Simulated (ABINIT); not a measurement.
ABINIT run on NbN (Fm-3m, 2 atoms in the cell): self-consistent single point.

Computed with LDA (PW92), norm-conserving pseudopotentials (PseudoDojo nc-sr-04 LDA standard) (plane waves; ABINIT).

```yaml
crystal:
  lattice:
    - [0.00000, 2.21132, 2.21132]
    - [2.21132, 0.00000, 2.21132]
    - [2.21132, 2.21132, 0.00000]
  atoms:
    - { symbol: Nb, position: [0.50000, 0.50000, 0.50000] }
    - { symbol: N, position: [0.00000, 0.00000, 0.00000] }
```

Reference input (self-consistent single point, DFT, PBE, plane waves, norm-conserving pseudopotentials (PseudoDojo nc-sr-05 PBE standard)): pseudos = [Nb.upf, N.upf]; ecut = 84 Ry; ixc = 11; occopt = 3; tsmear = 0.1 eV; ngkpt = 17 17 17; nshiftk = 1; shiftk = 0 0 0; potentials = PseudoDojo nc-sr-05 PBE standard; nband = 14; kptopt = 1; nstep = 50. This run's input differs from it in these lines:

```diff
@@ -1,2 +1,2 @@
-# NbN, PseudoDojo nc-sr-05 PBE standard
+# NbN, PseudoDojo nc-sr-04 LDA standard
 pp_dirpath "./"
@@ -17,3 +17,3 @@
 ecut 84 Ry
-ixc 11
+ixc 7
 occopt 3
```

Its files differ too (potentials: PseudoDojo nc-sr-05 PBE standard → PseudoDojo nc-sr-04 LDA standard).

Output, abridged:

```
--- !BeginCycle
solver: {iscf: 7, nstep: 50, nline: 4, wfoptalg: 0, }
tolerances: {toldfe: 1.00E-09, }
...

     iter   Etot(hartree)      deltaE(h)  residm     vres2
 ETOT  1  -72.483349508346    -7.248E+01 3.171E-01 1.634E+03
 ETOT  2  -71.895792000336     5.876E-01 3.838E-02 4.514E+03
 ETOT  3  -72.788023246216    -8.922E-01 3.532E-02 5.355E+01
 ETOT  4  -72.796329910559    -8.307E-03 4.898E-03 1.634E+01
 ETOT  5  -72.799292374603    -2.962E-03 1.952E-03 7.872E-01
   [... 2 lines left out ...]
 ETOT  8  -72.799426633691    -5.870E-07 4.759E-04 1.127E-04
 ETOT  9  -72.799426651196    -1.750E-08 2.676E-04 3.560E-07
 ETOT 10  -72.799426651261    -6.543E-11 3.119E-04 1.437E-09
 ETOT 11  -72.799426651261    -5.116E-13 2.169E-04 2.603E-11
 At SCF step   11, etot is converged :
  for the second time, diff in etot=  5.116E-13 < toldfe=  1.000E-09

 Cartesian components of stress tensor (hartree/bohr^3)
  sigma(1 1)=  4.76501674E-04  sigma(3 2)=  0.00000000E+00
  sigma(2 2)=  4.76501674E-04  sigma(3 1)=  0.00000000E+00
  sigma(3 3)=  4.76501674E-04  sigma(2 1)=  0.00000000E+00

 ----iterations are completed or convergence reached----

 reduced coordinates (array xred) for    2 atoms
       0.500000002173      0.500000002173      0.500000002173
       0.000000002173      0.000000002173      0.000000002173
 cartesian forces (eV/Angstrom) at end:
    1     -0.00000000000000    -0.00000000000000    -0.00000000000000
    2     -0.00000000000000    -0.00000000000000    -0.00000000000000
 frms,max,avg= 0.0000000E+00 0.0000000E+00   0.000E+00  0.000E+00  0.000E+00 e/A
   [... lines left out ...]
 Fermi (or HOMO) energy (eV) =  16.10446   Average Vxc (eV)= -13.92016
   [... lines left out ...]
total_energy        : -7.27994266512615E+01
total_energy_eV     : -1.98097314339539E+03
band_energy         : -3.25073813362538E+00
...

-Cartesian components of stress tensor (GPa)         [Pressure= -1.4019E+01 GPa]
- sigma(1 1)=  1.40191609E+01  sigma(3 2)=  0.00000000E+00
- sigma(2 2)=  1.40191609E+01  sigma(3 1)=  0.00000000E+00
- sigma(3 3)=  1.40191609E+01  sigma(2 1)=  0.00000000E+00

 Calculation completed.
```

The run converged in 11 iterations. Against the reference run the pressure goes from 0.15 to -14.02 GPa.

The starting cell comes from a database of computed structures (which also holds hypothetical and non-ambient phases and stackings), without a prior relaxation at this level. Its lattice was rescaled by a random factor within 2.5 % of one. Spin polarisation is off. With a pressure of about -14 GPa the cell is away from its equilibrium volume at this level.

Cost on one core of a shared machine: roughly 2 min.
